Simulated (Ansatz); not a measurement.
The slab is Si(111) 1x1 surface, 6 top atoms, 3 bilayers, bottom bilayer H-capped and fixed, every top atom capped by Br; cell 11.5 x 6.6 Å; about 7 Å thick over the host's atoms, 18 atoms held. The numbers are results of PBE-D3(BJ) (plane waves to 420 eV, PAW; Ansatz, an electronic-structure program), not measurements. Sampling: 1x2x1 k points. The slab states were run without spin polarisation. No spin-orbit coupling. A thicker slab, a larger cell or a denser mesh can move such energies by a tenth of an eV or more. All energies are electronic energies at 0 K, without vibrations. Each state was relaxed from one prepared geometry.

One SiCl2 a cell is brought to Si(111):Br. Relaxed result near the molecule:

| atom | x (Å) | y (Å) | z (Å) |
|---|---|---|---|
| Br(31) | 5.780 | 3.483 | 11.726 |
| Si(d0) | 5.456 | 1.885 | 14.381 |
| Cl(d1) | 4.421 | 3.613 | 15.026 |
| Cl(d2) | 7.435 | 2.386 | 14.916 |

Question: What is the adsorption energy against the free SiCl2 and the slab before, and how much of it is dispersion?

Answer: -0.40 eV (negative: bound); the D3 term gives -0.38 eV of it. Its closest contacts to the rest of the cell: Si(d0)...Br(31) 3.12 Å, Cl(d1)...Br(31) 3.57 Å, Si(d0)...Br(30) 3.59 Å.
